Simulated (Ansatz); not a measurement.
Given:

```xyz
2
Lattice="0.0000 2.9927 2.9927 2.9927 0.0000 2.9927 2.9927 2.9927 0.0000" Properties=species:S:1:pos:R:3 pbc="T T T"
In     0.0000     0.0000     0.0000
As     1.4964     1.4964     1.4964
```

These are PBE with spin-orbit coupling, rigid bands (plane waves, PAW; Ansatz, a program for electronic structure) values and carry that method's errors. Condition of this run: hydrostatic pressure of 3.2 GPa (compression positive) (the target of the relaxation). Cell: cell and atoms relaxed with PBEsol, then loaded as said.

**Question.** Is this a good metal at this level?

**Answer.** No. No gap shows, but r2SCAN opens one on the same cell, so the missing gap may be the functional's error (that test had no spin-orbit coupling). N(E_F) = 0.00156 states/eV a cell at 300 K and the Drude plasma energy along the best axis is 0.145 eV, several times under that of a simple or noble metal.
